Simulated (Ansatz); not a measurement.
Structures of equal composition on the (111) surface of fcc Cu: a layer of Rh in place of the second plane; a layer of Rh in place of the third plane. The slabs share one bottom face, and each structure is named by its start. These are constructed structures in small cells; real faces may alloy, dewet or reconstruct in larger ones, and not all known structures of the face are among them. Slabs of about 10 Å, Fermi-Dirac smearing of 0.1 eV. Bottom of the slabs: a bare face, its two planes held. Relaxed from the named starts with such symmetry as they have, on meshes of like density; energies extrapolated to zero smearing; spin only where a row says so; no spin-orbit coupling, no U. Brackets mark spin-polarised runs, whose order is one that fits the cell.

The numbers are results of PBE (plane waves to 420 eV, PAW; Ansatz, a quantum-chemistry and plane-wave program), not measurements.

### Question
Order them by energy per 1x1 cell (lowest first) at the level PBE.

### Answer
a layer of Rh in place of the third plane (0.000 eV), a layer of Rh in place of the second plane (0.064 eV)
